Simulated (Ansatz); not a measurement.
Consider Al in the fcc (Cu type) structure (space group Fm-3m, No. 225; a = 4.040 Å).

Level of theory: PBE (Ansatz, a program for electronic structure, PAW, spin-orbit coupling left out).

Before the change:

| Property | Value |
|---|---|
| Lattice parameter a | 4.040 Å |

The change: hydrostatic tension (pressure −2 GPa).

Problem. Estimate the effect on the lattice parameter a.

Solution. The lattice parameter a grows by 0.038 Å to 4.078 Å.

Load acts through the strain it causes; cell and atoms are relaxed under it. Whether these cells are dynamically stable was not tested.
